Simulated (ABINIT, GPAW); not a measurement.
A GPAW input for a self-consistent single point of ZrO2 (Fm-3m, 3 atoms in the cell) (DFT PBEsol, plane waves, GPAW PAW datasets PBEsol (made by gpaw-setup)):

```python
from ase import Atoms
from ase.units import GPa
from gpaw import GPAW

atoms = Atoms(['Zr', 'O', 'O'],
              cell=[[0.000000, 2.574776, 2.574776],
                    [2.574776, 0.000000, 2.574776],
                    [2.574776, 2.574776, 0.000000]],
              positions=[[0.000000, 0.000000, 0.000000],
                         [1.287388, 1.287388, 1.287388],
                         [3.862164, 3.862164, 3.862164]],
              pbc=True)

calc = GPAW(mode={'name': 'pw', 'ecut': 950},
            xc='PBEsol',
            kpts={'size': (6, 6, 6), 'gamma': True},
            occupations={'name': 'fermi-dirac', 'width': 0.05},
            nbands=-6,
            convergence={'bands': -4},
            symmetry={'symmorphic': False, 'tolerance': 0.0005},
            maxiter=150)

atoms.calc = calc

energy = atoms.get_potential_energy()
print('Energy (eV):', round(energy, 6))
forces = atoms.get_forces()
print('Forces (eV/Ang):')
print(forces.round(5))
stress = atoms.get_stress()
print('Stress (GPa, Voigt):', (stress / GPa).round(4))
```

Problem. Give the ABINIT input for the same structure, mesh, smearing and functional.

Solution. This is the input that was run; spellings and numerical settings could be chosen otherwise.

```
# ZrO2, PseudoDojo nc-sr-04 PBEsol standard
pp_dirpath "./"
pseudos "Zr.upf, O.upf"
acell 3*1.0
rprim
        -0.0000000000    4.8656214723    4.8656214723
         4.8656214723    0.0000000000    4.8656214723
         4.8656214723    4.8656214723   -0.0000000000
natom 3
ntypat 2
znucl 40 8
typat 1 2 2
xcart
         0.0000000000    0.0000000000    0.0000000000
         2.4328107361    2.4328107361    2.4328107361
         7.2984322084    7.2984322084    7.2984322084
ecut 42 Ha
occopt 3
tsmear 0.00183747
nband 17
kptopt 1
ngkpt 6 6 6
nshiftk 1
shiftk 0 0 0
nstep 60
tolvrs 1.0e-10
prtwf 0
prtden 0
enunit 1
```

Basis, cutoffs, solver keys and any potentials are the target program's own. This input uses DFT, PBEsol, plane waves, norm-conserving pseudopotentials (PseudoDojo nc-sr-04 PBEsol standard). Both were run: gap on the mesh 3.185 eV in GPAW and 3.200 in ABINIT.

On GPAW: the starting cell has typed, rounded lattice constants, without a prior relaxation at this level. Its lattice was rescaled by a random factor within 2.5 % of one.

On ABINIT: the starting cell has typed, rounded lattice constants, without a prior relaxation at this level. Its lattice was rescaled by a random factor within 2.5 % of one. With a pressure of about -12 GPa the cell is away from its equilibrium volume at this level.
